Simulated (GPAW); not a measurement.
Pressure against volume in rock-salt PbTe (space group 225) (GPAW, LDA)

```xyz
2
Lattice="0.0000 3.1044 3.1044 3.1044 0.0000 3.1044 3.1044 3.1044 0.0000" Properties=species:S:1:pos:R:3 pbc="T T T"
Te     3.1044     3.1044     3.1044
Pb     0.0000     0.0000     0.0000
```

Computed with LDA (Perdew-Wang 92), GPAW PAW datasets LDA (gpaw-data 1.0.1) (plane waves; GPAW 25.7.0). Settings: mode = pw; ecut = 585 eV; xc = LDA; kpts = 9 9 9; mesh shift (steps) = 0 0 0; occupations.name = fermi-dirac; occupations.width = 0.01 eV; nbands = -4; convergence.forces = 0.001 eV/Å; convergence.bands = -2; symmetry.symmorphic = false; symmetry.tolerance = 0.0005; maxiter = 100. The cell above is the first row's. The rows scale it uniformly. In all rows fractional positions and the k mesh are held.

| V (Å^3/atom) | P (GPa) |
|---|---|
| 29.917 | 4.32 |
| 30.568 | 2.93 |
| 31.218 | 1.70 |
| 31.868 | 0.59 |
| 32.519 | -0.43 |
| 33.169 | -1.32 |
| 33.820 | -2.11 |
| 34.470 | -2.84 |
| 35.120 | ? |

Fit P against V with a cubic, and predict the withheld value at V = 35.120.

With u = V - 32.2, the rows have u = -2.2830, -1.6320, -0.9820, -0.3320, 0.3190, 0.9690, 1.6200, 2.2700. Least squares gives P = 0.056 - 1.5357·u + 0.12990·u² - 0.00657·u³. Residuals (row less fit): 0.003, -0.007, 0.004, 0.010, -0.009, -0.004, 0.009, -0.002; standard error 0.009 (degrees of freedom: 4). The fitted pressure is zero at V0 = 32.24, where dP/dV = -1.526, so B0 = -V0·dP/dV = 49.2 GPa. At the withheld row, u = 2.9200, so P = 0.056 - 1.5357 × 2.9200 + 0.12990 × 2.9200² - 0.00657 × 2.9200³ = -3.484 GPa. The calculation gives -3.47 GPa, 0.014 GPa above the prediction (0.2 % of the range of P in the table). The row lies outside the fitted rows, so this is an extrapolation. From the scatter of the fitted rows alone, a prediction at this place has a standard error of 0.025 GPa, so the miss is 0.6 times that.

Carrying the step between the two nearest rows on in a straight line would have given -3.57, off by 0.10; series whose last step already gives the withheld value aren't shown. The scan was laid around a cell of about the measured size, scaled by a guess for this functional. The runs keep the symmetry of the cell, so they don't test it for distortions. Spin-orbit coupling is off. Cutoffs and mesh are single choices, not tested for convergence of this quantity. Series with a scatter that would blur these digits, or in which a gap closes, are not shown.
